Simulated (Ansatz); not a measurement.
## ZnO: band gap against strain

ZnO (wurtzite, P6_3mc, 11.330 Å³/atom at rest, c along z) under an equal strain ε in the (0001) plane with the normal axis free, as in a coherent film. LDA in Ansatz, a plane-wave DFT program (PAW, default set), 420 eV, 12×12×7 Γ-centred mesh, Fermi-Dirac smearing 0.05 eV; ions are relaxed within the symmetry of each cell. Gaps are the smallest over the k-mesh and a band path, without spin-orbit coupling; in all rows the valence edge lies at Γ and the conduction edge at Γ.

Here s stands for strain and Eg for gap.

```
strain (%)  gap (eV)
----------  --------
-3.00              ?
-1.80          0.776
-1.20          0.785
-0.60          0.794
0.00           0.801
```

Using a straight line, estimate the missing Eg at s = -3.00 from the other rows, showing the fit.

Means: s -0.90000, Eg 0.7890. About the means, the sum of products is 0.025200 and the sum of squares of s is 1.8000; the slope is their ratio. Least squares gives Eg = 0.8016 + 0.01400·s. Residuals (row less fit): -0.0004, 0.0002, 0.0008, -0.0006; standard error 0.0008 (degrees of freedom: 2). Over these rows the gap moves by 1.4 ± 0.06 eV per unit strain. At the withheld row, Eg = 0.8016 + 0.01400 × (-3.0) = 0.7596 eV. The calculation gives 0.757 eV, 0.0026 eV below the prediction (5.9 % of the range of Eg in the table). The row lies outside the fitted rows, so this is an extrapolation. From the scatter of the fitted rows alone, a prediction at this place has a standard error of 0.0015 eV, so the miss is 1.7 times that.

One order more, fitted to all 6 runs of the series, follows each within 0.001, so the miss is the next term of a smooth law. Rows are the converged runs of the series near zero and its far end; series whose fitted rows scatter by over a few per cent of the range, as at a crossing or softening among them, aren't shown in this form. Most that stay on the fit to the last digits aren't either.
